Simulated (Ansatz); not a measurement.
**Ba under a change: 2 layers**

Take Ba in the fcc (Cu type) structure (space group Fm-3m, No. 225; a = 6.155 Å; a cell from a computed database, its experimental status unchecked) as the base. Axes: x, y, z lie along the cube axes.

Perturbation: a free-standing slab of 2 layers (2 atoms, 1 a layer) is cut normal to [111], with 15 Å of vacuum and the in-plane cell held at bulk.

Method: Ansatz (a first-principles code) PBEsol, no spin-orbit coupling. Γ-centred 12×12×1 mesh, Fermi–Dirac width 0.05 eV, for the changed cell.

```tsv
quantity	base	changed	shift
layer's space group (with vacuum)	–	P-3m1 (No. 164)	–
shortest interatomic distance	8.225 bohr	8.058 bohr	-0.167 bohr
band gap	zero	zero	–
excess energy per area of both faces (slab less bulk energy over the cell's area: twice a surface energy)	–	0.70 J/m²	–
thickness between the outermost nuclei	–	3.45 Å	–
```

The excess energy carries the mismatch between the slab's and the bulk's meshes. Stability against distortions was not tested. This is not the structure that Ba has at room temperature and ambient pressure.
